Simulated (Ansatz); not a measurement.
The reference is WSi2 (space group I4/mmm, No. 139; a = 3.229 Å, c = 7.870 Å; relaxed with 0.1 eV smearing).

Method: PBE, PAW, 420 eV (Ansatz, a program for electronic structure; scalar-relativistic without spin-orbit coupling).

For the base:

- Pressure: 0.0 GPa
- Band gap: zero

Perturbation: an isotropic linear strain of +0.50 %, atoms relaxed at fixed cell.

**Question.** What does the calculation give for the energy relative to the base after the change?

**Answer.** The energy grows by 2.1 meV/atom.

**Question.** What happens to the pressure?

**Answer.** The pressure (mean of the normal stresses, compression positive) goes from zero to -3.2 GPa.

**Question.** Estimate the effect on the band gap.

**Answer.** The band gap remains zero.

Stability against distortions was not tested. All final runs are without spin polarisation.
